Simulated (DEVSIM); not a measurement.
Device: Pt/SiO2/p-Si capacitor, at 250 K.

| layer (left to right) | material | thickness (nm) | Na (cm⁻³) |
|---|---|---|---|
| 1 | SiO2 | 5.40 | - |
| 2 | Si | 6600 | 7.6e15 |

Metal gate on the left, work function 5.6 eV. Fixed charge at the semiconductor interface -4.2e11 cm⁻² (in units of +e); no interface traps.

Constants are typed, rounded textbook-type inputs, not results; the design itself was drawn at random and stands for no fabricated device. Values at 300 K; Nc and Nv go as T^1.5, mobilities as T to minus their exponent, the gap by Varshni's rule with the affinity fixed.

| parameter | SiO2 | Si |
|---|---|---|
| gap (eV) | 9 | 1.124 |
| affinity (eV) | 0.9 | 4.05 |
| permittivity | 3.9 | 11.7 |
| Nc (cm⁻³) | - | 2.86e19 |
| Nv (cm⁻³) | - | 3.1e19 |
| Varshni α (eV/K) | - | 0.000473 |
| Varshni β (K) | - | 636 |

Model (solved in DEVSIM): 1D Poisson equation in equilibrium, Boltzmann statistics, complete ionisation; no quantum confinement or tunnelling. Metal contacts follow the ideal Schottky-Mott rule: no Fermi-level pinning, no interface dipoles.

The temperature was swept, all else fixed.

```
temperature (K)  threshold voltage (band bending 2φF) (V)  minimum of the low-frequency capacitance (μF/cm²)  flat-band voltage (V)
---------------  ----------------------------------------  -------------------------------------------------  ---------------------
250                                                  1.55                                             0.0303                   0.69
300                                                  1.51                                             0.0322                   0.75
350                                                  1.46                                             0.0369                   0.80
400                                            (withheld)                                         (withheld)                   0.86
450                                                  1.36                                             0.0517                   0.92
500                                                  1.31                                             0.0636                   0.98
```

Question: Fill in the missing entries.

Answer: 
- 400, threshold voltage (band bending 2φF) (V): 1.41
- 400, minimum of the low-frequency capacitance (μF/cm²): 0.0411
